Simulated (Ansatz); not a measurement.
Band structure of VO (R-3m, 4 atoms in the cell).

```xyz
4
Lattice="1.5985 0.9229 4.7873 -1.5985 0.9229 4.7873 0.0000 -1.8458 4.7873" Properties=species:S:1:pos:R:3 pbc="T T T"
V      0.0000     0.0000     7.1809
V      0.0000     0.0000     0.0000
O      0.0000     0.0000     3.5904
O      0.0000     0.0000    10.7714
```
Moments meant for the start (each program seeds them in its own way; μB, in the order of the atoms V V O O): 2.0 2.0 0.0 0.0.

Method of the run: PBEsol, PAW files made with PBE (plane waves; Ansatz, an electronic-structure program).

Settings: kpoints.mp_grid.grid = 6 6 6; hamiltonian.xc = pbesol; hamiltonian.pseudopotentials = {kind: paw} (the program's default PAW files); magnetization.spin_polarized = true; scf.occupations.method = fermi_dirac; scf.occupations.width = 0.0015 Ry; kpoints.band_path.path = [[0.0, 0.0, 0.0], [0.5, 0.0, 0.0], [0.5, 0.1914443, -0.1914443]]; kpoints.band_path.npoints = 8.

The starting cell comes from a database of computed structures (which also holds hypothetical and non-ambient phases and stackings), without a prior relaxation at this level. The magnetic order is the one reached from the typed start; others were not searched systematically. The program warned that, by what it read of turns of the moments, another magnetic order lies lower.

Levels in eV from the Fermi level, bands 19 to 25 of the first spin channel:
```json
[
 {"point": "Γ", "19": "-1.55", "20": "-0.58", "21": "-0.58", "22": "-0.06", "23": "-0.06", "24": "-0.05", "25": "-0.04"},
 {"point": "L", "19": "-0.27", "20": "-0.27", "21": "-0.23", "22": "-0.23", "23": "1.08", "24": "1.08", "25": "1.23"},
 {"point": "B1", "19": "-0.46", "20": "-0.46", "21": "0.19", "22": "0.19", "23": "0.80", "24": "0.80", "25": "1.57"}
]
```

Bands cross the Fermi level along this path, so the cell is metallic at this level.

The net moment of the cell came out as 4.14 μB.

Keys are those of Ansatz 0.2.
